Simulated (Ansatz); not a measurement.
The reference is PbF$_{2}$ in the fluorite structure (space group Fm-3m, No. 225; a = 6.001 Å).

The values are results of Kohn–Sham DFT with the PBE functional, run in Ansatz (a first-principles code) with PAW and 420 eV plane waves, no spin-orbit coupling, not measurements.

Strains are applied to the cell and any free atomic positions relax.

One change was made to it. Results:

The band gap falls by 0.01 eV (4.42 eV → 4.41 eV); the width of the top valence band falls by 0.16 eV (1.76 eV → 1.60 eV).

Problem. Which change produced these results?
A) isotropic strain −1.50 %
B) isotropic strain +1.00 %
C) isotropic strain +3.00 %

Solution. B, isotropic strain +1.00 %. For comparison, the width of the top valence band in the other runs: isotropic strain +3.00 % gives 1.33 eV; isotropic strain −1.50 % gives 2.04 eV.

With Pb present, leaving out spin-orbit coupling can change the band edges. Stability against distortions was not tested.
